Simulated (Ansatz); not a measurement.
## SiGe (model structure, Pmma, No. 51, 4 atoms in the cell)

All values below come from r²SCAN0 in Ansatz (PAW).

Run with plane-wave cutoff 520 eV, 6×6×6 k mesh, Fermi–Dirac smearing 0.01 eV, scalar-relativistic PAW data made under PBE.

Cell (relaxed with PBEsol):

GeSi has the orthorhombic space group Pmma (No. 51), Pearson symbol oP4. Conventional cell: a = 3.918 Å, b = 3.923 Å, c = 5.541 Å, α = β = γ = 90.00°. Si on 2e is coordinated by 2 Si at 2.366 Å and 2 Ge at 2.400 Å (tetrahedral). Ge on 2f is surrounded by 2 Si at 2.400 Å and 2 Ge at 2.437 Å (tetrahedral). (Neighbours: up to the widest gap in distance over summed covalent radii, below 1.35, at either atom.)

For SiGe (model structure, Pmma, No. 51, 4 atoms in the cell), the band gap is 1.63 eV (on the SCF k mesh) (indirect) and the smallest direct gap on the k points sampled comes out as 1.87 eV.

Note: the relaxation could raise the start's symmetry but not lower it, so the cell can be a saddle point; cell and atoms aren't relaxed at this level (largest force component 0.06 eV/Å, pressure -1.0 GPa).

Spin–orbit coupling is not included.

The computed numbers hold no vibrational or temperature effects.

Cost on a shared machine: very roughly 2.8 core-minutes.

A model structure was made by putting elements into a prototype or built by hand; it is no filed structure, need not be a known phase, and can be a saddle point held by its symmetry.

Ansatz is an electronic-structure program.
